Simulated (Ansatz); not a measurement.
## What pressure 45 GPa does to LiBr

Start from LiBr in the rock salt structure (space group Fm-3m, No. 225; a = 5.511 Å).

One thing is altered: cell and atoms relaxed at a pressure of 45 GPa.

All numbers come from PBE/PAW in Ansatz (an electronic-structure program), no SOC. Settings: 10×10×10 k-points, 0.05 eV Fermi–Dirac smearing.

```csv
quantity,base,changed,shift
volume per atom,20.92 Å³,12.19 Å³,-8.736 Å³
density,3.45 g/cm³,5.92 g/cm³,+2.47 g/cm³
lattice parameter a,5.511 Å,4.603 Å,-0.9085 Å
shortest interatomic distance,2.756 Å,2.301 Å,-0.4543 Å
enthalpy H = E + PV relative to the base's energy,–,+4.18 eV/atom,–
band gap,4.91 eV,5.42 eV,+0.51 eV
gap character,"indirect, K–Γ (81 % along) → Γ","indirect, K–Γ (74 % along) → X",–
smallest direct gap,4.91 eV,6.40 eV,+1.482 eV
width of the top valence band,1.13 eV,2.78 eV,+1.65 eV
electron mass,0.35 mₑ (at Γ),"1.1 mₑ along k, 0.25 mₑ across (at X)",–
"valley order (the lowest conduction-band minima on the path, energy above the VBM, named in the base's zone)",Γ 4.91 eV; L along ⟨111⟩ 5.62 eV; X along ⟨100⟩ 6.23 eV,X along ⟨100⟩ 5.42 eV; L along ⟨111⟩ 5.73 eV; Γ 8.66 eV,–
```

Final structure:

```xyz
2
Lattice="0.0000 2.3013 2.3013 2.3013 0.0000 2.3013 2.3013 2.3013 0.0000" Properties=species:S:1:pos:R:3 pbc="T T T"
Br     0.0000     0.0000     0.0000
Li     2.3013     2.3013     2.3013
```

Load acts through the strain it causes; cell and atoms are relaxed under it. Masses are band curvatures over ±0.01 Å⁻¹ around the edge. Along k means along the line from Γ to the band edge. No phonon test of stability was made. Competing high-pressure phases were not computed.
